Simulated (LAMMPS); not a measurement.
MD of SiC (zinc blende) at zero pressure, 1000 atoms, as a crystal; each row is its own run.

Computed with classical MD, pair style vashishta, file SiC.vashishta, run in LAMMPS.

```csv
T (K),enthalpy (eV/atom)
200,-6.2880
300,-6.2615
1300,-5.9845
2180,-5.7141
2610,-5.5620
3040,-5.3840
```

Q: Fit a straight line, y = a + b x, to these rows (x is the first column, y the second) and predict the run at x = 1740.

A: Least squares gives a = -6.3648 and b = 0.0003110. At x = 1740 the fit predicts -5.8237 eV/atom. The run itself gave -5.8540 ± 0.0007 eV/atom, so the fit is 30 meV/atom high.

Caution (rows 200; 300): nuclei are classical, which matters for such light atoms.

Caution (row 3040): this crystal lies over the melting point of about 2780 K that SiC.vashishta gives, so it is superheated.
